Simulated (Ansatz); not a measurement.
# A computed series for BeS: response to strain

Consider BeS in the zinc blende structure (space group F-43m, No. 216; a = 4.796 Å). Axes: x, y, z lie along the cube axes.

Strains are applied to the cell and any free atomic positions relax; under biaxial strain the out-of-plane vector relaxes too.

Computed with LDA (Ansatz, an electronic-structure program; PAW; 420 eV plane waves; no spin-orbit coupling).

Notes on the quantities. energy relative to the base: free energy F.

| change | shortest interatomic distance | out-of-plane strain | band gap | energy relative to the base |
|---|---|---|---|---|
| base | 3.925 bohr | – | 2.82 eV | 0 meV/atom |
| biaxial strain −2.50 %, plane normal [111], relaxed out of plane | 3.859 bohr | +1.05 % | 2.59 eV | +14 meV/atom |
| biaxial strain −2.08 %, plane normal [111], relaxed out of plane | 3.870 bohr | +0.86 % | 2.64 eV | +9.5 meV/atom |
| biaxial strain −1.67 %, plane normal [111], relaxed out of plane | 3.880 bohr | +0.69 % | 2.68 eV | +6.1 meV/atom |
| biaxial strain −0.83 %, plane normal [111], relaxed out of plane | 3.902 bohr | +0.34 % | 2.76 eV | +1.5 meV/atom |
| biaxial strain −0.42 %, plane normal [111], relaxed out of plane | 3.913 bohr | +0.17 % | 2.79 eV | +0.4 meV/atom |
| biaxial strain +0.42 %, plane normal [111], relaxed out of plane | 3.925 bohr | -0.18 % | 2.81 eV | +0.4 meV/atom |
| biaxial strain +1.67 %, plane normal [111], relaxed out of plane | 3.926 bohr | -0.66 % | 2.76 eV | +5.7 meV/atom |
| biaxial strain +2.08 %, plane normal [111], relaxed out of plane | 3.926 bohr | -0.82 % | 2.75 eV | +8.7 meV/atom |
| biaxial strain +2.50 %, plane normal [111], relaxed out of plane | 3.926 bohr | -0.98 % | 2.73 eV | +12 meV/atom |

Whether these cells are dynamically stable was not tested.
